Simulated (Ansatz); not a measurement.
Evanescent states of TePb (Fm-3m, rock salt, 2 atoms a cell, 33.8 Å³ an atom) along the normal of (110)

All values below come from r2SCAN (plane waves, PAW; Ansatz, a first-principles code).

No gap correction and no spin-orbit coupling; mid-gap is the computed energy nearest the middle.

Energies count from the valence-band top; κ is the least over a 8×6 mesh across the current.

```csv
E (eV),κ (1/Å),where
0.04,0.026,off Γ
0.10,0.043,off Γ
0.17,0.054,off Γ
0.24,0.061,off Γ
0.32,(withheld),off Γ
0.39,(withheld),off Γ
0.46,(withheld),off Γ
0.53,(withheld),off Γ
0.59,(withheld),off Γ
0.67,(withheld),off Γ
0.73,(withheld),off Γ
0.81,(withheld),off Γ
0.88,0.061,off Γ
0.94,0.046,off Γ
1.01,0.017,off Γ
```

### Question
Some entries are withheld; supply them.

### Answer

- 0.32, κ (1/Å): 0.066
- 0.39, κ (1/Å): 0.070
- 0.46, κ (1/Å): 0.073
- 0.53, κ (1/Å): 0.075
- 0.59, κ (1/Å): 0.076
- 0.67, κ (1/Å): 0.076
- 0.73, κ (1/Å): 0.076
- 0.81, κ (1/Å): 0.071
